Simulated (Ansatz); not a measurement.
CsPbCl3 has the cubic space group Pm-3m (No. 221), the cubic perovskite structure, Pearson symbol cP5. Lattice parameters: a = b = c = 5.6119 Å, α = β = γ = 90.00°. Cs on 1a sees 12 Cl at 3.968 Å (cuboctahedral). Pb on 1b sees 6 Cl at 2.806 Å (octahedral). Cl on 3c is surrounded by 2 Pb at 2.806 Å and 4 Cs at 3.968 Å (octahedral). (Neighbours: up to the widest gap in distance over summed covalent radii, below 1.35, at either atom; cation-cation and far metal-metal contacts left out.)

The cell was generated from a structure type, relaxed within its symmetry, and need not be the phase found at ambient conditions. Spin-orbit coupling is not included.

This cell was relaxed within its symmetry with Ansatz (an electronic-structure program), PBEsol functional, plane-wave PAW. Can a quasi-harmonic thermal-expansion study be run on it?

No: one of the study's cells has modes far below zero and is most likely at no minimum at this level, though too few k-points were not ruled out (phonon / k mesh 2×2×2 / 6×6×6). The program stopped with this message:

```
vibrations stand at or below zero in cell 4 (3.000 modes a cell, the lowest at -48.1 cm⁻¹): the crystal is at no minimum there, or its k-points are too few: type the crystal that it becomes, another pressure, or a denser kpoints.mp_grid, in a new run
```

Keys are those of Ansatz 0.2.
